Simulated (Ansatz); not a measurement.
System: cubic perovskite KZnF₃. Method: r²SCAN in Ansatz (PAW).

Numerical settings: plane-wave cutoff 600 eV, 6×6×6 k mesh, scalar-relativistic PAW data made under PBE.

Computed at the level's own relaxed cell.

Hill averages of the elastic tensor: K = 84.7 GPa, G = 39.9 GPa. Volume 13.248 Å³/atom, mean atomic mass 32.301 u.

### Question
Work out the density, the sound velocities of a polycrystal and the elastic Debye temperature at this level.

### Answer
ρ = 1.66054 × 32.301/13.248 = 4.049 g/cm³. v_l = √[(K + 4G/3)/ρ] = 5.836 km/s and v_t = √(G/ρ) = 3.139 km/s. The mean follows from 3/v_m³ = 1/v_l³ + 2/v_t³: v_m = 3.505 km/s. Θ_D = (ħ/k_B) v_m (6π²/V)^(1/3) = 76.38 K Å s/km × 3.505 × 1.6473 Å⁻¹ = 441 K, counting all atoms of the cell.

Note: the relaxation could not lower the start's symmetry, so the cell can be a saddle point above a distorted one.

Ansatz is an electronic-structure program.
